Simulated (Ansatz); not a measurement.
Results of r²SCAN+rVV10 in Ansatz (PAW) for hcp Gd.

The run printed, among other lines:

```
Relaxation: its limit of steps is 80 (relax.max_steps)
Crystal: 2 atoms, lattice volume = 65.045 Å³
Basis set: ecut = 560 eV, 1949 PW (Γ), exchange–correlation on 90×90×135 points (27 copies of the dense FFT grid, shifted against one another)
Bands: 30, of which v1, the nominal top of the filled ones, is band 18 counted from 1 (17 counted from 0)
Symmetry: 24 space group operations
Space group: P63/mmc (ITA 194), of the structure as read, at distance tolerance 4.0e-5 Å
k-points: 222 of 3240
Initial density: superposition of atomic densities (chi_scale 0.1, normalization cell)
Functional: x = r2scan, c = r2scan + rvv10(b = 11.95, C = 0.0093); τ floored in thin density (d = 2e-4 eV/Å³)
spin=Collinear: Kerker preconditioning applied to the charge; magnetization (m = ρ↑ − ρ↓) channel mixes plain (no charge-response kernel on spin).
SCF 1 converged in 18 iterations: F = -18687.505345 eV  dr2 = 1.71e-9
Crystal: 2 atoms, lattice volume = 65.045 Å³
Initial density: handed on by an earlier stage of this run
spin=Collinear: Kerker preconditioning applied to the charge; magnetization (m = ρ↑ − ρ↓) channel mixes plain (no charge-response kernel on spin).
SCF 2 converged in 5 iterations: F = -18687.505351 eV  dr2 = 1.56e-9
Crystal: 2 atoms, lattice volume = 65.045 Å³
spin=Collinear: Kerker preconditioning applied to the charge; magnetization (m = ρ↑ − ρ↓) channel mixes plain (no charge-response kernel on spin).
SCF 3 converged in 8 iterations: F = -18687.505351 eV  dr2 = 2.49e-13
SCF converged after 8 iterations
Magnetization: 15.8347 μB (25.9174 up, 10.0826 down)
Free energy (F): -18687.505351 eV
Internal energy: -18687.496489 eV  (E = F + TS)
E sigma→0 (E₀):  -18687.500920 eV
Fermi energy:    12.622370 eV
--- Forces (eV/Å), atoms counted from 1 ---
  atom   1  Gd     0.00000000    -0.00000000     0.00000000
  atom   2  Gd     0.00000000     0.00000000    -0.00000000
--- Stress (GPa, compression-positive) ---
        0.813485       0.000000      -0.000000
        0.000000       0.813485       0.000000
       -0.000000       0.000000       0.805015
  P = ⅓ Tr σ = 0.8107 GPa (8.107 kbar)
```

Q: Write an input file that could have produced this run (the log leaves some choices open).

A: This is not unique; one that fits is 
Ansatz 0.2 input:
```yaml
crystal:
  lattice:
    - [1.7956270651, -3.1101173081, 0.0]
    - [1.7956270651, 3.1101173081, 0.0]
    - [0.0, 0.0, 5.8235562014]
  atoms:
    - { symbol: Gd, position: [0.3333333333, 0.6666666667, 0.25], spin: 7.0 }
    - { symbol: Gd, position: [0.6666666667, 0.3333333333, 0.75], spin: 7.0 }
basis:
  ecutwfc: 560
  ecutrho_ratio: 4
  xc_grid: 3
kpoints:
  mp_grid: { grid: [18, 18, 10] }
hamiltonian:
  xc: r2scan
  dispersion: rvv10
  pseudopotentials: { kind: paw }
scf:
  occupations: { method: fermi_dirac, width: 0.05 }
output:
  forces: true
  stress: true
  eigenvalues: true
magnetization:
  spin_polarized: true
relax:
  f_tol: 0.004
  escape_saddle: false
  max_steps: 80
  cell: { stress_tol: 0.02, fix: [volume] }
```

The cell is one volume of an energy–volume scan, off the minimum.

The PAW data were made under PBE.

The run is spin-polarised with parallel starting moments, which need not be the measured order.

Note: the 4f shell is treated without U or exact exchange, so its levels and filling can be wrong.

Cost on a shared machine: around 5 core-minutes (rough).

Ansatz is an electronic-structure program.
